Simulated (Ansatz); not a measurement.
We consider rock-salt LaTe, described by r²SCAN (Ansatz, a program for electronic structure, plane waves, PAW).

Settings: plane-wave cutoff 500 eV, 10×10×1 k mesh (along the axes of the cell as run), Fermi–Dirac smearing 0.05 eV, scalar-relativistic PAW data made under PBE.

### Question
Predict the surface energy of the (100) face and work function of the (100) face.

### Answer

* **surface energy of the (100) face**: 0.43 J/m²
* **work function of the (100) face**: 2.94 eV

The slab of 8 atoms is relaxed and unreconstructed.

Spin–orbit coupling is not included.

Computed values are for the static lattice.

It cost about 26 core-minutes (a rough figure) of CPU time.
